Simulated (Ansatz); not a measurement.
The parent structure is WSi$_{2}$ (space group I4/mmm, No. 139; a = 3.229 Å, c = 7.870 Å; relaxed with 0.1 eV smearing). Axes: x, y, z lie along a, b, c of the conventional cell.

Computed with Ansatz (a program for electronic structure) PBE, no SOC, earlier PAW set.

Before the change:

| Property | Value |
|---|---|
| Shortest interatomic distance | 2.605 Å |
| Pressure | 0.0 GPa |

Modification: compressive biaxial strain of 4.54 % in the plane normal to [001], as in epitaxy on a mismatched substrate; the out-of-plane cell vector and the atoms relax.

Q: Predict the new ratio −ε⊥/ε∥, energy relative to the base, shortest interatomic distance and pressure.

A: The ratio −ε⊥/ε∥ is 0.47; the energy increases by 96 meV/atom; the shortest interatomic distance falls by 0.049 Å, from 2.605 Å to 2.556 Å; the pressure (mean of the normal stresses, compression positive) goes from zero to 17.7 GPa.

Whether these cells are dynamically stable was not tested. All final runs are without spin polarisation.
